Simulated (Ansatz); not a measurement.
Bond-angle distributions (per cent of the angles at each element, bins of 10°) of a relaxed model of amorphous Hf$_{18}$O$_{39}$Al$_{2}$ at 8.56 g/cm³. Level of theory: PBE, scalar-relativistic without spin-orbit coupling (plane waves to 420 eV, PAW; Ansatz, a first-principles code).

Preparation: random packing, a CHGNet melt and quench, and a DFT relaxation. O atoms were pushed apart under 1.9 Å during the dynamics, to hinder bonds among them. The hot cell started wider than the set density and was brought back towards it in steps. It is the lowest in DFT energy of 2 quenches. It is a model cell: composition and starting density were chosen by hand, and all elements were melted together. No dispersion term was used. Its density started from a set value of 8.56 and ended at 8.56 g/cm³. Cooling (nominally 300 K/ps over its main leg) ran many orders faster than in experiment, which tends to leave more defects and strain. A cell of this size samples the disorder only roughly. The volume was held where the preparation left it and the shape relaxed, at a PBE pressure of -0.3 GPa (tension).

Bonds are counted up to Hf-Hf 3.34 Å, Hf-O 2.62 Å, Hf-Al 3.00 Å, O-O 1.58 Å, O-Al 2.24 Å, Al-Al 2.66 Å. Two cations that share two anions don't count as bonded, nor two that share one unless they lie closer than Hf-Hf 3.25 Å, Hf-Al 2.92 Å, Al-Al 2.59 Å.

```json
[
 {"angle (°)": "50-60", "at Hf": "0", "at O": "0"},
 {"angle (°)": "60-70", "at Hf": "6", "at O": "0"},
 {"angle (°)": "70-80", "at Hf": "25", "at O": "0"},
 {"angle (°)": "80-90", "at Hf": "15", "at O": "4"},
 {"angle (°)": "90-100", "at Hf": "12", "at O": "23"},
 {"angle (°)": "100-110", "at Hf": "9", "at O": "28"},
 {"angle (°)": "110-120", "at Hf": "4", "at O": "13"},
 {"angle (°)": "120-130", "at Hf": "5", "at O": "6"},
 {"angle (°)": "130-140", "at Hf": "9", "at O": "10"},
 {"angle (°)": "140-150", "at Hf": "8", "at O": "9"},
 {"angle (°)": "150-160", "at Hf": "5", "at O": "6"},
 {"angle (°)": "160-170", "at Hf": "2", "at O": "1"},
 {"angle (°)": "170-180", "at Hf": "1", "at O": "1"}
]
```

They go with these counts of neighbours within the cut-offs, cation contacts included: Hf mean 6.3, most often 6; O mean 3.2, most often 3.
